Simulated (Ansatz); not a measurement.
rutile IrO2 (0 0 1) on zinc-blende CdTe (0 0 1) (film strained to the substrate, started from cuts of the bulks and a machine-learned relaxation; slabs Cd4Te4 and Ir6O12, which can lie off the formulas)

A periodic stack without vacuum, rutile IrO2 (0 0 1) on zinc-blende CdTe (0 0 1) (film strained to the substrate, started from cuts of the bulks and a machine-learned relaxation; slabs Cd4Te4 and Ir6O12, which can lie off the formulas): substrate slab Cd4Te4, film Ir6O12, surface cells [[1, 0], [1, 1]] and [[0, 1], [-1, 0]], film strained by +3.4 and +3.4 %, outermost planes Te/Cd and IrO/IrO as cut, which need not be the usual terminations and can put a slab off its formula.

The start was prepared with a machine-learned potential, and the result is one local minimum, with the in-plane cell held and forces under 0.04 eV/Å; the film can end far from its bulk form.

These are PBE (plane waves to 420 eV, PAW; Ansatz, a first-principles code) values and carry that method's errors. No spin–orbit coupling; the runs are not spin-polarised. Its k-point mesh 7×7×1, Fermi–Dirac width 0.05 eV.

```
Item                                                                                       Result
--------------------------------------------------------------------------------  ---------------
interface area                                                                            21.9 Å²
period                                                                                    21.98 Å
heights between the nearest atoms of the two slabs at the two interfaces          1.58 and 2.14 Å
Cd–Ir contacts across the interfaces within 1.22 times the sum of covalent radii   2, mean 3.03 Å
Cd–O contacts across the interfaces within 1.22 times the sum of covalent radii    2, mean 2.34 Å
Ir–Te contacts across the interfaces within 1.22 times the sum of covalent radii   2, mean 2.62 Å
```

```yaml
crystal:
  lattice:
    - [4.67570, -0.00085, -0.22397]
    - [0.00016, 4.68107, -0.01561]
    - [0.82777, 1.46709, 21.95678]
  atoms:
    - { symbol: Cd, position: [0.96447, 0.94141, 0.26802] }
    - { symbol: Cd, position: [0.39415, 0.50262, 0.11392] }
    - { symbol: Cd, position: [0.45652, 0.82025, 0.53184] }
    - { symbol: Cd, position: [0.50155, 0.41432, 0.42058] }
    - { symbol: Te, position: [0.92395, 0.46406, 0.19485] }
    - { symbol: Te, position: [0.59692, 0.02086, 0.05325] }
    - { symbol: Te, position: [0.98967, 0.27161, 0.49985] }
    - { symbol: Te, position: [0.46632, 0.93066, 0.34608] }
    - { symbol: Ir, position: [0.31411, 0.93254, 0.67405] }
    - { symbol: Ir, position: [0.80706, 0.45779, 0.60390] }
    - { symbol: O, position: [0.62134, 0.62425, 0.67733] }
    - { symbol: O, position: [0.11086, 0.74594, 0.60675] }
    - { symbol: O, position: [0.51637, 0.15391, 0.60636] }
    - { symbol: O, position: [0.01879, 0.22846, 0.67809] }
    - { symbol: Ir, position: [0.32472, 0.88321, 0.81553] }
    - { symbol: Ir, position: [0.82354, 0.40477, 0.74728] }
    - { symbol: O, position: [0.63173, 0.57800, 0.81757] }
    - { symbol: O, position: [0.12701, 0.71071, 0.74561] }
    - { symbol: O, position: [0.51834, 0.10118, 0.74583] }
    - { symbol: O, position: [0.02207, 0.18897, 0.81774] }
    - { symbol: Ir, position: [0.34601, 0.85594, 0.95569] }
    - { symbol: Ir, position: [0.83244, 0.36444, 0.89065] }
    - { symbol: O, position: [0.62032, 0.54734, 0.95432] }
    - { symbol: O, position: [0.13165, 0.66671, 0.88502] }
    - { symbol: O, position: [0.52851, 0.06147, 0.88547] }
    - { symbol: O, position: [0.04065, 0.13183, 0.95462] }
```
